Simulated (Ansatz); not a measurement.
## The (21-33) surface of hcp Be in its 1x1 cell, outermost plane spacing 0.10 Å in the ideal cut

The numbers are results of r2SCAN, at the PBE geometry (plane waves to 500 eV, PAW; Ansatz, a first-principles code), not measurements.

Model: 34-atom slab, 10.2 Å thick at the start (thin: gaps and levels are the slab's own), 9x7x1 mesh, Fermi-Dirac 0.1 eV, dipole correction, single point; on the structure that PBE left under its start's symmetry; no spin, no spin-orbit, no U.

| Property | Value |
|---|---|
| surface energy (mean of both faces) | 2.32 J/m² |
| work function of the top face | 4.81 eV |
| cost | about 2.7 core-minutes (a rough figure) |
